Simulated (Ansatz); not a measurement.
Structures of equal composition on the (0001) surface of hcp Ti: one row in 4 of the top plane missing; p(2x2), one Ti site of the top plane empty. The slabs share one bottom face, and each structure is named by its start. These are constructed structures in small cells; real faces may alloy, dewet or reconstruct in larger ones, and not all known structures of the face are among them. Slabs of about 12 Å with all that they carry, Fermi-Dirac smearing of 0.1 eV. Bottom of the slabs: a bare face, its two planes held. Relaxed from the named starts with such symmetry as they have, on meshes of like density; energies extrapolated to zero smearing; no spin-orbit coupling, no U. Spin-polarised runs, if any, are marked in brackets, and their order is one that fits the cell; the others ran without spin. The cells differ, so small differences also carry the error of unlike k-meshes.

Calculation: PBE (plane waves to 420 eV, PAW; Ansatz, a quantum-chemistry and plane-wave program).

Question: Rank these by energy per 1x1 cell (lowest first), as PBE gives it.

Answer: one row in 4 of the top plane missing (0.00 eV (1 Ti–Ti bonds formed)), p(2x2), one Ti site of the top plane empty (0.13 eV)
